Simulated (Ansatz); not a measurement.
# SnO under a change: pressure 5 GPa

Consider SnO (space group P4/nmm, No. 129; a = 3.837 Å, c = 4.759 Å; layered, stacked along the Cartesian z axis).

Now apply this change: cell and atoms relaxed at a pressure of 5 GPa.

Method: PBE-D3(BJ) in Ansatz (plane waves to 420 eV, PAW, spin-orbit coupling left out). k-mesh 12×12×10 (Γ-centred); smearing 0.05 eV (Fermi–Dirac).

The volume per atom decreases by 1.753 Å³ to 15.76 Å³ and the density goes up by 0.71 g/cm³, from 6.39 g/cm³ to 7.10 g/cm³. The c/a ratio decreases by 0.058 to 1.182 and the shortest interatomic distance shrinks by 2.76 pm to 221.4 pm. The enthalpy H = E + PV relative to the base's energy is +0.52 eV/atom and the band gap is still zero.

Cost of the whole job for the changed cell (relaxation, final SCF and bands): roughly 50 core-seconds.

Load acts through the strain it causes; cell and atoms are relaxed under it. Stability against distortions was not tested. Competing high-pressure phases were not computed. The final runs are not spin-polarised. A zero or small gap of SnO can be the functional's error rather than a property of the material.

Ansatz is an electronic-structure program.
